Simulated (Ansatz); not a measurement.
**BaAg2GeS4: band gap against strain**

BaAg2GeS4 (I-42m, 22.765 Å³/atom and stress up to 0.01 GPa in the relaxed cell, c along z) under an equal strain ε along all three axes. PBEsol in Ansatz, a plane-wave DFT program (PAW, default set), 420 eV, 7×7×7 Γ-centred mesh, Fermi-Dirac smearing 0.05 eV; ions are relaxed, or left where forces stay under 0.02 eV/Å, within the symmetry of each cell. Gaps are the smallest over the k-mesh and a band path, without spin-orbit coupling; in all rows the valence edge lies at about 0.8 Å⁻¹ from Γ and the conduction edge at Γ.

Here s stands for strain and Eg for gap.

| strain (%) | gap (eV) |
|---|---|
| -3.00 | ? |
| -2.25 | 0.62 |
| -1.50 | 0.57 |
| -0.75 | 0.52 |
| 0.00 | 0.48 |

Fit Eg against s with a straight line, and predict the withheld value at s = -3.00.

Means: s -1.1250, Eg 0.547. About the means, the sum of products is -0.17625 and the sum of squares of s is 2.8125; the slope is their ratio. Least squares gives Eg = 0.477 - 0.0627·s. Residuals (row less fit): 0.002, -0.001, -0.004, 0.003; standard error 0.004 (degrees of freedom: 2). Over these rows the gap moves by -6.3 ± 0.2 eV per unit strain, or -2.1 eV per unit of ln V. At the withheld row, Eg = 0.477 - 0.0627 × (-3.00) = 0.665 eV. The calculation gives 0.68 eV, 0.015 eV above the prediction (7.5 % of the range of Eg in the table). The row lies outside the fitted rows, so this is an extrapolation. The scatter of the fitted rows lies at the last printed digit.

The start is a measured cell from the literature; how it stands against other phases or cation orders wasn't checked. Other structures, which can take over under pressure, weren't tried. Spin-orbit coupling is left out, which can shift this property for BaAg2GeS4. Rows are the converged runs of the series near zero and its far end; series whose fitted rows scatter by over a few per cent of the range, as at a crossing or softening among them, aren't shown in this form, nor equations of state whose B0' disagrees with the runs' pressures. Most that stay on the fit to the last digits aren't either.
